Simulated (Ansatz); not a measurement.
Band structure of ScIn (P4/mmm, 2 atoms in the cell).

```xyz
2
Lattice="3.2441 0.0000 0.0000 0.0000 3.2441 0.0000 0.0000 0.0000 4.4472" Properties=species:S:1:pos:R:3 pbc="T T T"
Sc     0.0000     0.0000     0.0000
In     1.6221     1.6221     2.2236
```
Moments meant for the start (each program seeds them in its own way; μB, in the order of the atoms Sc In): 1.0 0.0.

Method of the run: PBEsol, PAW files made with PBE (plane waves; Ansatz, a first-principles code).

Settings: basis.ecutwfc = 420 eV; kpoints.mp_grid.grid = 8 8 6; hamiltonian.xc = pbesol; hamiltonian.pseudopotentials = {kind: paw} (an earlier, softer set of the program's PAW files); magnetization.spin_polarized = true; scf.occupations.method = gaussian; scf.occupations.width = 0.2 eV; kpoints.band_path.npoints = 8.

The starting cell comes from a database of computed structures (which also holds hypothetical and non-ambient phases and stackings), without a prior relaxation at this level. Its lattice was rescaled by a random factor within 2.5 % of one. The moments shrank to a small part of their start, a low-spin state that need not be the lowest.

Levels in eV from the Fermi level, bands 9 to 16 of the first spin channel:
```csv
point,9,10,11,12,13,14,15,16
Γ,-14.01,-8.47,-0.91,-0.32,-0.29,2.30,2.30,3.00
X,-13.97,-5.14,-3.97,-1.03,0.05,1.65,2.42,3.75
M,-13.84,-3.22,-0.96,-0.96,0.61,0.80,0.80,2.79
Z,-14.01,-7.30,-4.71,-0.28,1.17,1.67,1.67,2.99
R,-13.95,-5.01,-2.58,-1.51,-0.74,1.90,1.92,2.35
A,-13.84,-1.88,-1.88,-1.88,-1.00,2.16,3.56,3.57
```

Bands cross the Fermi level along this path, so the cell is metallic at this level.

The net moment of the cell came out as 0.27 μB.

Keys are those of Ansatz 0.2.
